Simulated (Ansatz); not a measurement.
Levels about the gap of amorphous Al₂₈O₄₇Ta₂ (77 atoms in a cell of 857 Å³, 3.62 g/cm³; zone centre alone, so wide bands show as single levels with stretches between that a denser mesh fills), at the geometry that PBE relaxed, where it gives 1.3 GPa on a denser mesh. Exact exchange is cut at the faces of this small cell, which leaves a finite-size error. The participation number counts the atoms over which a state spreads; weights are charges in smoothed Voronoi cells. The levels come from a single point, so bond lengths are those of that geometry. Method of the levels: HSE06, scalar-relativistic without spin-orbit coupling (Ansatz, a first-principles code). Sampling: the zone centre alone; Fermi-Dirac width 0.02 eV; no spin polarisation. At PBE the levels at the filled edge of the gap are localised (band-tail or defect states), and the nearest spread-out levels lie 3.6 eV apart at the zone centre.

It comes from a melt-quench run on a machine-learned potential (CHGNet), relaxed afterwards by DFT. O atoms were pushed apart under 1.9 Å during the dynamics, to hinder bonds among them. The hot cell started wider than the set density and was brought back towards it in steps. It is the lowest in DFT energy of 2 quenches. It is a model cell: composition and starting density were chosen by hand, and all elements were melted together. No dispersion term was used. Its density started from a set value of 3.62 and ended at 3.62 g/cm³. The quench (nominally 340 K/ps over its main leg) was far faster than any real one, so the model tends to hold more defects than a real film. Values belong to this one cell and scatter from quench to quench. The volume was held where the preparation left it and the shape relaxed, at a PBE pressure of 1.3 GPa. Stress components on the final sampling reach 1.4 GPa.

```csv
"E - E(highest filled), eV",filling,participation number,largest on,weight O,weight Ta,weight Al
-0.59,filled,16.7,"O, 3 neighbours",0.94,0.01,0.05
-0.51,filled,12.2,"O, 3 neighbours",0.95,0.01,0.05
-0.47,filled,17.0,"O, 3 neighbours",0.95,0.00,0.05
-0.43,filled,15.5,"O, 3 neighbours",0.95,0.00,0.04
-0.27,filled,4.4,"O, 2 neighbours",0.95,0.01,0.04
-0.12,filled,8.8,"O, 2 neighbours",0.96,0.01,0.03
0.00,filled,3.6,"O, 3 neighbours",0.95,0.01,0.04
4.75,empty,7.2,"Ta, 6 neighbours",0.45,0.37,0.18
5.09,empty,4.6,"Ta, 6 neighbours",0.41,0.47,0.12
5.35,empty,6.8,"Ta, 6 neighbours",0.45,0.37,0.18
5.61,empty,3.1,"Ta, 6 neighbours",0.39,0.54,0.07
6.10,empty,2.8,"Ta, 6 neighbours",0.35,0.59,0.06
6.60,empty,3.2,"Ta, 6 neighbours",0.39,0.55,0.06
6.97,empty,7.3,"Ta, 6 neighbours",0.48,0.36,0.17
```

Most localised among these is the empty level at +6.10 eV, on a Ta atom, which has 6 neighbours (O 1.83 Å, O 1.84 Å, O 1.93 Å, O 2.04 Å, O 2.33 Å, O 2.41 Å).
